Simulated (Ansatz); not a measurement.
We consider MgV2O6 (C2/m, No. 12), described by r²SCAN in Ansatz (PAW).

Run with plane-wave cutoff 500 eV, 12×12×6 k mesh (along the axes of the cell as run), Fermi–Dirac smearing 0.05 eV, no spin polarisation, scalar-relativistic PAW data made under PBE.

Computed at the level's own relaxed cell.

### Question
Give the computed equilibrium volume per atom and band gap.

### Answer

equilibrium volume per atom: 11.24 Å³/atom
band gap: 3.01 eV (on the SCF k mesh)

The computed numbers hold no vibrational or temperature effects.

Ansatz is a program for electronic structure.
